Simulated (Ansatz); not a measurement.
Reference: MgS (Fm-3m), PBEsol, rigid bands (plane waves, PAW, scalar-relativistic; Ansatz, a program for electronic structure); axes and stresses refer to this cell.

```xyz
2
Lattice="0.0000 2.5908 2.5908 2.5908 0.0000 2.5908 2.5908 2.5908 0.0000" Properties=species:S:1:pos:R:3 pbc="T T T"
Mg     0.0000     0.0000     0.0000
S      2.5908     2.5908     2.5908
```

Seebeck coefficient, p-type 1e19 cm⁻³: 459 μV/K
band gap: 2.73 eV
electron conductivity mass: 0.35 mₑ

**Question.** Change: functional PBE, cell relaxed with it. What happens to Seebeck coefficient, p-type 1e19 cm⁻³, band gap, electron conductivity mass?

**Answer.** Seebeck coefficient, p-type 1e19 cm⁻³ moves little, to 466 μV/K; band gap moves little, to 2.76 eV; electron conductivity mass moves little, to 0.36 mₑ.

**Question.** Change: functional r2SCAN on the same cell. What happens to Seebeck coefficient, p-type 1e19 cm⁻³, band gap, electron conductivity mass?

**Answer.** Seebeck coefficient, p-type 1e19 cm⁻³ moves little, to 455 μV/K; band gap goes up to 3.50 eV; electron conductivity mass rises to 0.37 mₑ.

Masses are for dilute carriers at 300 K, harmonic means over directions unless an axis is named. Seebeck coefficients are for the stated density at 300 K, with one relaxation time for all states and whether or not that doping can be reached. Spin-orbit coupling is left out unless a row names it.
